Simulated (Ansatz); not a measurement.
Consider the following.

```xyz
5
Lattice="4.0290 0.0000 0.0000 0.0000 4.0290 0.0000 0.0000 0.0000 4.0290" Properties=species:S:1:pos:R:3 pbc="T T T"
Ba     0.0000     0.0000     0.0000
Ti     2.0145     2.0145     2.0145
O      2.0145     0.0000     2.0145
O      0.0000     2.0145     2.0145
O      2.0145     2.0145     0.0000
```

No spin polarisation.

All numbers come from plane-wave PAW DFT at the LDA level (Ansatz, an electronic-structure program, 420 eV), without spin-orbit coupling. Settings: 8×8×8 k-points, 0.05 eV Fermi–Dirac smearing.

Task: Predict the gap character and smallest direct gap.

Result: Gap character: indirect, R → Γ
Smallest direct gap: 1.81 eV

The cells carry an imposed strain or load. Whether these cells are dynamically stable was not tested. All final runs are without spin polarisation. The cell was made from BaTiO3 in the cubic perovskite structure (space group Pm-3m, No. 221) by this change: isotropic strain +2.40 %. Many cubic perovskites are stable only at high temperature; tilts and polar distortions were not tested. This is not the structure that BaTiO3 has at room temperature and ambient pressure.
